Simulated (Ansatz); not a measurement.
Ansatz (a program for electronic structure) run on YMn6Al6 (Immm, 13 atoms in the cell): relaxation of cell and atoms.

Computed with PBEsol, default PAW files made with PBE (plane waves; Ansatz).

```yaml
crystal:
  lattice:
    - [-2.47135, 4.31489, 4.38652]
    - [2.47135, -4.31489, 4.38652]
    - [2.47135, 4.31489, -4.38652]
  atoms:
    - { symbol: Y, position: [0.00000, 0.00000, 0.00000] }
    - { symbol: Mn, position: [0.50000, 0.00000, 0.00000], spin: 4.0 }
    - { symbol: Mn, position: [0.00000, 0.50000, 0.00000], spin: 4.0 }
    - { symbol: Mn, position: [0.50000, 0.50000, 0.50000], spin: 4.0 }
    - { symbol: Mn, position: [0.00000, 0.00000, 0.50000], spin: 4.0 }
    - { symbol: Mn, position: [0.23788, 0.50000, 0.73788], spin: 4.0 }
    - { symbol: Mn, position: [0.76212, 0.50000, 0.26212], spin: 4.0 }
    - { symbol: Al, position: [0.34651, 0.34651, 0.00000] }
    - { symbol: Al, position: [0.65349, 0.65349, 0.00000] }
    - { symbol: Al, position: [0.66185, 0.00000, 0.66185] }
    - { symbol: Al, position: [0.33815, 0.00000, 0.33815] }
    - { symbol: Al, position: [0.80313, 0.30313, 0.50000] }
    - { symbol: Al, position: [0.19687, 0.69687, 0.50000] }
```
(The spins are starting values, not results.)

Reference input (self-consistent single point, DFT, r2SCAN, plane waves, default PAW files made with PBE): basis.ecutwfc = 500 eV; kpoints.mp_grid.grid = 4 4 4; hamiltonian.xc = r2scan; hamiltonian.pseudopotentials = {kind: paw} (the program's default PAW files); magnetization.spin_polarized = true; scf.occupations.method = gaussian; scf.occupations.width = 0.1 eV. This run's input differs from it in these lines:

Ansatz 0.2 input:
```diff
@@ -21,3 +21,3 @@
 basis:
-  ecutwfc: 500.0 eV
+  ecutwfc: 420.0 eV
 kpoints:
@@ -25,3 +25,3 @@
 hamiltonian:
-  xc: r2scan
+  xc: pbesol
   pseudopotentials: { kind: paw }
@@ -31,2 +31,4 @@
   occupations: { method: gaussian, width: 0.1 eV }
+relax:
+  cell: {}
 output:
```

The program printed (abridged):

```
   [... SCF lines of the steps left out ...]
relax step   1: F+E_penalty+E_count = -30157.88127565 eV  Δ(F+E_penalty+E_count) = +0.000e0 eV  max|allowed force component| = 1.638e-1 eV/Å  Δτ_max = 0.0000 Å  P = -5.445 GPa  Ω = 187.104 Å³  (46 SCF iters, dr2 threshold 1.00e-7 eV, accepted)
relax step   2: F+E_penalty+E_count = -30158.02148395 eV  Δ(F+E_penalty+E_count) = -1.402e-1 eV  max|allowed force component| = 7.620e-2 eV/Å  Δτ_max = 0.0188 Å  P = -1.003 GPa  Ω = 180.219 Å³  energy of the carried Pulay correction = +1.849e-3 eV  [...]
   [... lines left out ...]
relax step   8: F+E_penalty+E_count = -30158.16807620 eV  Δ(F+E_penalty+E_count) = -2.055e-5 eV  max|allowed force component| = 9.212e-4 eV/Å  Δτ_max = 0.0013 Å  P = +0.002 GPa  Ω = 175.856 Å³  energy of the carried Pulay correction = +7.332e-6 eV  [...]
relax step   9: F+E_penalty+E_count = -30158.16807238 eV  Δ(F+E_penalty+E_count) = +3.823e-6 eV  max|allowed force component| = 9.230e-4 eV/Å  Δτ_max = 0.0000 Å  P = +0.002 GPa  Ω = 175.856 Å³  stress off target by 4.34e-3 GPa  SCF on the basis [...]
basis re-selected at this cell: Δ(F+E_penalty+E_count) = +3.823e-6 eV, ΔP = -0.000 GPa vs the last step
the relaxation is at rest under the 8 symmetry operations that the run kept from its start: a minimum is not shown …
the relaxation's final electronic state is not compared with the one that a single-point calculation of its input finds at the relaxed geometry …
   [... lines left out ...]
Absolute magnetization: 0.0001 μB (∫|ρ↑−ρ↓|, with the PAW one-centre terms)
Free energy (F): -30158.168072 eV
Fermi energy:    13.326670 eV
  cell:  # Å, volume = 175.8562 Å³
   [... lines left out ...]
    - { symbol: Al, position: [0.658695316840556, 1.1407712105980017e-20, 0.658695316840556] }
    - { symbol: Al, position: [0.34130468315944357, 1.1407712105980478e-20, 0.34130468315944357] }
    - { symbol: Al, position: [0.8044332929048209, 0.304433292904821, 0.4999999999999999] }
    - { symbol: Al, position: [0.1955667070951789, 0.6955667070951789, 0.49999999999999994] }
```

The run converged. 

Summary of the result:
- Free energy E − TS (on the zero of these files): -30158.1681 eV
- Fermi level (on the code's own zero): 13.33 eV
- Pressure: 0.00 GPa
- Size of the cell's spin moment: 0.00 μB
- Final cell: a = b = c = 6.482 Å, α = 135.82°, β = 97.43°, γ = 98.83°
- Final volume per atom: 13.53 Å³
- Relaxation steps: 9

The starting cell comes from a database of computed structures (which also holds hypothetical and non-ambient phases and stackings), without a prior relaxation at this level. The starting moments vanished: the run ended non-magnetic, which need not be the lowest state. The program warned that a starting moment was not kept. The relaxation keeps the symmetry of its start, so its end need not be a minimum. Ansatz's pressure includes its estimate of the finite-basis (Pulay) stress.

Cost on one core of a shared machine: roughly 10 min.
